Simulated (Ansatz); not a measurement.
System: interstitial Cu in chalcopyrite CuGaSe2 (charge state +1). All values below come from PBE, PAW (plane waves to 420 eV; Ansatz, a first-principles code).

Cell of 64 host sites held at the relaxed PBE lattice; one k-point at (0.250, 0.250, 0.250); Fermi-Dirac width 0.05 eV, spin-restricted; finite-size errors left in. No zero-point or tunnelling terms. PBE gaps are too small, and in this host the defect's levels may merge with the bands. The charge state is imposed; whether it is stable for some Fermi level was not computed. Sites that were not tried may lie lower.

Barriers: single points on a 2×2×2 k-point mesh shifted by half a step at the bands' geometries (they differ from the bands' own by up to 0.23 eV, and are uncertain by about as much).

Relaxed starting cell (atoms counted from 1):

```
CELL_PARAMETERS angstrom
     11.33965     0.00000     0.00000
      0.00000    11.33965     0.00000
      0.00000     0.00000    11.26718
ATOMIC_POSITIONS crystal
  Cu 0.99189 0.99434 0.99878
  Cu 0.00098 0.50239 0.99852
  Cu 0.50122 0.00112 0.99846
  Cu 0.49915 0.49993 0.00117
  Cu 0.98662 0.25834 0.25250
  Cu 0.99995 0.74726 0.25111
  Cu 0.50265 0.25105 0.24872
  Cu 0.50210 0.74810 0.25136
  Ga 0.25116 0.25121 0.99782
  Ga 0.24958 0.74898 0.99709
  Ga 0.74937 0.24968 0.99943
  Ga 0.74926 0.74921 0.99968
  Ga 0.25451 0.98542 0.24705
  Ga 0.25308 0.50479 0.24720
  Ga 0.74863 0.99975 0.24997
  Ga 0.74883 0.50051 0.25038
  Se 0.37727 0.37387 0.12546
  Se 0.38237 0.87000 0.12052
  Se 0.87566 0.37821 0.12152
  Se 0.87558 0.87176 0.12740
  Se 0.12301 0.38296 0.37612
  Se 0.12430 0.86706 0.37473
  Se 0.62458 0.37109 0.37439
  Se 0.62335 0.87166 0.37489
  Se 0.12180 0.11944 0.11905
  Se 0.12152 0.62528 0.12302
  Se 0.62163 0.12391 0.12360
  Se 0.62110 0.62352 0.12402
  Se 0.37995 0.12328 0.37206
  Se 0.37557 0.62862 0.37612
  Se 0.87330 0.12647 0.37581
  Se 0.87237 0.62833 0.37569
  Cu 0.25475 0.25279 0.50501
  Cu 0.25011 0.74883 0.50224
  Cu 0.74917 0.25006 0.50044
  Cu 0.74863 0.75157 0.50149
  Cu 0.25044 0.00045 0.75102
  Cu 0.24991 0.49943 0.75083
  Cu 0.75169 0.99922 0.75082
  Cu 0.74956 0.49983 0.75204
  Ga 0.00151 0.99974 0.49968
  Ga 0.99242 0.50486 0.50795
  Ga 0.50249 0.99598 0.50722
  Ga 0.50197 0.50072 0.49976
  Ga 0.00092 0.24989 0.75055
  Ga 0.99940 0.75156 0.75066
  Ga 0.50134 0.24985 0.75102
  Ga 0.50076 0.74871 0.75123
  Se 0.12875 0.12490 0.62456
  Se 0.12737 0.62497 0.62716
  Se 0.62918 0.12461 0.62652
  Se 0.62838 0.62457 0.62563
  Se 0.37463 0.12162 0.87389
  Se 0.37432 0.62008 0.87403
  Se 0.87426 0.12169 0.87427
  Se 0.87407 0.62223 0.87376
  Se 0.37433 0.37605 0.62590
  Se 0.37046 0.87245 0.62681
  Se 0.86902 0.37237 0.62663
  Se 0.87218 0.87488 0.62339
  Se 0.12447 0.37809 0.87472
  Se 0.12419 0.87899 0.87519
  Se 0.62405 0.37785 0.87597
  Se 0.62519 0.87728 0.87451
  Cu 0.17641 0.18181 0.31656
```
Cell charge +1.

End state 1 differs by these moves (Å; atoms that move under 0.08 Å are left out):

```csv
atom,element,Δx,Δy,Δz
1,Cu,0.09,0.08,0.01
5,Cu,0.11,-0.06,-0.08
13,Ga,-0.06,0.16,0.03
14,Ga,0.06,0.00,-0.06
15,Ga,0.00,-0.04,-0.08
18,Se,-0.05,0.06,0.06
25,Se,-0.01,0.06,0.06
33,Cu,0.08,0.05,-0.05
37,Cu,0.11,-0.09,0.03
41,Ga,-0.06,-0.16,0.04
42,Ga,0.06,0.00,-0.06
43,Ga,0.00,0.05,-0.09
49,Se,-0.01,-0.05,0.06
60,Se,-0.06,-0.05,0.06
65,Cu,-1.18,0.00,1.32
```

### Question
What forward and backward barriers to end state 1 does PBE, PAW give?

### Answer
forward 0.062 eV, backward 0.062 eV; at the saddle point atom 65 has neighbours 2 Cu at 2.43; Ga at 2.68, Ga at 2.70; Se at 2.60, Se at 2.80, Se at 2.84, Se at 2.86, Se at 2.87 Å. The saddle point's order was not checked, and it lies on a symmetry element of the cell, where a band can be held.
